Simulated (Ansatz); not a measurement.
## A computed series for Si: pressure series

Take Si in the diamond structure (space group Fd-3m, No. 227; a = 5.4442 Å) as the base.

Cell and atoms are relaxed at each pressure.

All numbers come from r2SCAN (Ansatz, a first-principles code, PAW, scalar-relativistic without spin-orbit coupling).

Candidates:
(a) pressure 45 GPa
(b) pressure 1.8 GPa
(c) pressure 9 GPa
(d) pressure 4.2 GPa
(e) pressure 30 GPa

For the base:

* **Band gap**: 0.78 eV

Task: Order them by band gap, highest first.

Result: (b) pressure 1.8 GPa (0.74 eV), (d) pressure 4.2 GPa (0.70 eV), (c) pressure 9 GPa (0.62 eV), (e) pressure 30 GPa (0.34 eV), (a) pressure 45 GPa (0.16 eV)

Load acts through the strain it causes; cell and atoms are relaxed under it. Whether these cells are dynamically stable was not tested. Measured, Si leaves this structure (for the β-tin structure) near 12 GPa (room temperature; as listed in arXiv:1906.07825). A zero or small gap of Si under pressure 45 GPa can be the functional's error rather than a property of the material.
